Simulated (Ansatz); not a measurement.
# Stishovite (SiO2)

Computed with PBE0 (plane waves, PAW; Ansatz, a program for electronic structure).

Settings: plane-wave cutoff 460 eV, 6×6×8 k mesh (along the axes of the cell as run), Fermi–Dirac smearing 0.01 eV, scalar-relativistic PAW data made under PBE.

Cell (measured lattice):

Space group P4₂/mnm (No. 136); a = 4.179 Å, b = 4.179 Å, c = 2.665 Å, α = 90.00°, β = 90.00°, γ = 90.00°

| atom | site | symmetry | x | y | z |
|---|---|---|---|---|---|
| Si | 2a | m.mm | 0.0000 | 0.0000 | 0.0000 |
| O | 4f | m.2m | 0.3057 | 0.3057 | 0.0000 |

```
Item                                    Result
--------  ------------------------------------
band gap  8.50 eV (on the SCF k mesh) (direct)
```

Note: cell and atoms aren't relaxed at this level (largest force component 0.08 eV/Å, pressure -0.7 GPa).

Cost on a shared machine: roughly 2.1 core-minutes.
